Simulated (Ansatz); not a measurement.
The reference is BAs in the zinc blende structure (space group F-43m, No. 216).

```xyz
2
Lattice="0.0000 2.3839 2.3839 2.3839 0.0000 2.3839 2.3839 2.3839 0.0000" Properties=species:S:1:pos:R:3 pbc="T T T"
As     3.5759     3.5759     3.5759
B      0.0000     0.0000     0.0000
```

Cartesian axes are those of the cell as printed.

The values are results of Ansatz (a program for electronic structure) PBEsol, no spin-orbit coupling, not measurements.

Base values:

| Property | Result |
|---|---|
| Smallest direct gap | 3.25 eV |

The change: biaxial strain −4.42 %, plane normal [111], relaxed out of plane (Cartesian); in-plane vectors clamped, the third vector and the atoms free.

Problem. Estimate the effect on the smallest direct gap.

Solution. The smallest direct gap drops by 0.93 eV to 2.32 eV.

Problem. What happens to the ratio −ε⊥/ε∥?

Solution. The ratio −ε⊥/ε∥ amounts to 0.26.

Problem. How does this affect the in-plane stress?

Solution. The mean in-plane stress (compression positive) comes out as +19.9 GPa.

Stability against distortions was not tested.
